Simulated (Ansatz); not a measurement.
Subject: the formation energy of O_i in Rh (fcc, Fm-3m). Reaction: 64 Rh (fcc) + 1/2 O2 (gas) → cell A.

Cell A: a supercell of 64 sites of Rh (fcc, Fm-3m) with O off the lattice sites (6 Rh at 2.06 Å); spin state with PBE: run without spin, k-point mesh 4×4×4.
```yaml
crystal:
  lattice:
    - [10.83831, 0.00000, 0.00000]
    - [5.41916, 9.38626, 0.00000]
    - [5.41916, 3.12875, 8.84945]
  atoms:
    - { symbol: Rh, position: [0.99958, 0.00042, 0.00042] }
    - { symbol: Rh, position: [0.99958, 0.00042, 0.24958] }
    - { symbol: Rh, position: [0.99826, 0.00174, 0.49980] }
    - { symbol: Rh, position: [0.99826, 0.00174, 0.75020] }
    - { symbol: Rh, position: [0.99958, 0.24958, 0.00042] }
    - { symbol: Rh, position: [0.99997, 0.24997, 0.24997] }
    - { symbol: Rh, position: [0.00018, 0.25018, 0.49982] }
    - { symbol: Rh, position: [0.99997, 0.24997, 0.75008] }
    - { symbol: Rh, position: [0.99826, 0.49980, 0.00174] }
    - { symbol: Rh, position: [0.00018, 0.49982, 0.25018] }
    - { symbol: Rh, position: [0.00018, 0.49982, 0.49982] }
    - { symbol: Rh, position: [0.99826, 0.49980, 0.75020] }
    - { symbol: Rh, position: [0.99826, 0.75020, 0.00174] }
    - { symbol: Rh, position: [0.99997, 0.75008, 0.24997] }
    - { symbol: Rh, position: [0.99826, 0.75020, 0.49980] }
    - { symbol: Rh, position: [0.99641, 0.75120, 0.75120] }
    - { symbol: Rh, position: [0.24992, 0.00003, 0.00003] }
    - { symbol: Rh, position: [0.24980, 0.00174, 0.24826] }
    - { symbol: Rh, position: [0.24880, 0.00359, 0.49880] }
    - { symbol: Rh, position: [0.24980, 0.00174, 0.75020] }
    - { symbol: Rh, position: [0.24980, 0.24826, 0.00174] }
    - { symbol: Rh, position: [0.24982, 0.25018, 0.25018] }
    - { symbol: Rh, position: [0.24982, 0.25018, 0.49982] }
    - { symbol: Rh, position: [0.24980, 0.24826, 0.75020] }
    - { symbol: Rh, position: [0.24880, 0.49880, 0.00359] }
    - { symbol: Rh, position: [0.24982, 0.49982, 0.25018] }
    - { symbol: Rh, position: [0.24880, 0.49880, 0.49880] }
    - { symbol: Rh, position: [0.24062, 0.49062, 0.75938] }
    - { symbol: Rh, position: [0.24980, 0.75020, 0.00174] }
    - { symbol: Rh, position: [0.24980, 0.75020, 0.24826] }
    - { symbol: Rh, position: [0.24062, 0.75938, 0.49062] }
    - { symbol: Rh, position: [0.24062, 0.75938, 0.75938] }
    - { symbol: Rh, position: [0.50018, 0.99982, 0.99982] }
    - { symbol: Rh, position: [0.50020, 0.00174, 0.24826] }
    - { symbol: Rh, position: [0.50020, 0.00174, 0.49980] }
    - { symbol: Rh, position: [0.50018, 0.99982, 0.75018] }
    - { symbol: Rh, position: [0.50020, 0.24826, 0.00174] }
    - { symbol: Rh, position: [0.50008, 0.24997, 0.24997] }
    - { symbol: Rh, position: [0.50020, 0.24826, 0.49980] }
    - { symbol: Rh, position: [0.50120, 0.24641, 0.75120] }
    - { symbol: Rh, position: [0.50020, 0.49980, 0.00174] }
    - { symbol: Rh, position: [0.50020, 0.49980, 0.24826] }
    - { symbol: Rh, position: [0.50938, 0.49062, 0.49062] }
    - { symbol: Rh, position: [0.50938, 0.49062, 0.75938] }
    - { symbol: Rh, position: [0.50018, 0.75018, 0.99982] }
    - { symbol: Rh, position: [0.50120, 0.75120, 0.24641] }
    - { symbol: Rh, position: [0.50938, 0.75938, 0.49062] }
    - { symbol: Rh, position: [0.50120, 0.75120, 0.75120] }
    - { symbol: Rh, position: [0.75003, 0.00003, 0.00003] }
    - { symbol: Rh, position: [0.75042, 0.00042, 0.24958] }
    - { symbol: Rh, position: [0.75003, 0.00003, 0.49992] }
    - { symbol: Rh, position: [0.74982, 0.99982, 0.75018] }
    - { symbol: Rh, position: [0.75042, 0.24958, 0.00042] }
    - { symbol: Rh, position: [0.75042, 0.24958, 0.24958] }
    - { symbol: Rh, position: [0.75174, 0.24826, 0.49980] }
    - { symbol: Rh, position: [0.75174, 0.24826, 0.75020] }
    - { symbol: Rh, position: [0.75003, 0.49992, 0.00003] }
    - { symbol: Rh, position: [0.75174, 0.49980, 0.24826] }
    - { symbol: Rh, position: [0.75359, 0.49880, 0.49880] }
    - { symbol: Rh, position: [0.75174, 0.49980, 0.75020] }
    - { symbol: Rh, position: [0.74982, 0.75018, 0.99982] }
    - { symbol: Rh, position: [0.75174, 0.75020, 0.24826] }
    - { symbol: Rh, position: [0.75174, 0.75020, 0.49980] }
    - { symbol: Rh, position: [0.74982, 0.75018, 0.75018] }
    - { symbol: O, position: [0.37500, 0.62500, 0.62500] }
```

Reference: Rh (fcc, Fm-3m), 64 atoms in the cell, the relaxed perfect crystal repeated, atoms not moved again; spin state with PBE: run without spin, k-point mesh 4×4×4 on the run's own vectors.

Reference: an isolated O2 molecule (triplet) in a box of 11 × 11 × 13 Å.

Plane-wave PAW calculations with Ansatz (a first-principles code), its default PAW set, cutoff 500 eV. The structures are at rest with PBE, within the held lattices; other levels are single points on them. Neutral cells; Fermi-Dirac smearing of at most 0.10 eV in the solids, energies taken to zero width. The lattices are those relaxed with PBE, so at other levels the solids can be strained. Larger cells are relaxed from a start prepared with the learned potential CHGNet, on a coarser mesh till forces fall under 0.03 eV/Å, which some starts already meet. A dispersion term (D3(BJ), or D4 for r2SCAN) was computed beside these levels and is taken off wherever the name lacks it. Static lattices, no vibrational contributions. The structures are the rest points that the relaxations reached, not proven lowest. No Hubbard U is applied. Values are for these cell sizes. Mesh and cell size may move defect energies by 0.1 eV or more. Cell A has symmetry Fm-3m within 0.02 Å and got no random move, so less symmetric positions, which may lie lower, weren't tried.

**Question.** Predict the value from r2SCAN.

**Answer.** 1.63 eV, for 64 Rh (fcc) + 1/2 O2 (gas) → cell A.
